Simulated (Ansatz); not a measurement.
## TiB2 under a change: biaxial strain −0.50 %, plane normal [001], relaxed out of plane

Consider TiB₂ (space group P6/mmm, No. 191; a = 3.0174 Å, c = 3.1851 Å). Axes: x lies along a and z along c of the hexagonal cell.

One thing is altered: biaxial strain −0.50 %, plane normal [001], relaxed out of plane (Cartesian); in-plane vectors clamped, the third vector and the atoms free.

Method: PBEsol (Ansatz, an electronic-structure program, PAW, no spin-orbit coupling). Settings: 13×13×10 k-points, 0.05 eV Fermi–Dirac smearing.

The volume per atom drops by 0.06 Å³ to 8.31 Å³ and the space group is still P6/mmm (No. 191). The shortest interatomic distance drops by 0.009 Å, from 1.742 Å to 1.733 Å and the pressure (mean of the normal stresses, compression positive) goes from zero to 2.3 GPa. The band gap is still zero and the out-of-plane strain amounts to +0.24 % (rough). The mean in-plane stress (compression positive) amounts to +3.5 GPa (rough).

Cost of the whole job for the changed cell (relaxation, final SCF and bands): roughly 11 core-seconds.

A case with no gap was solved on a k-mesh chosen for an insulator, which is coarse for it. Without a gap, meshes like the base's 13×13×10 leave anisotropic stresses uncertain by several tenths of a GPa, and small strain energies with them. Stability against distortions was not tested. The final runs are not spin-polarised.
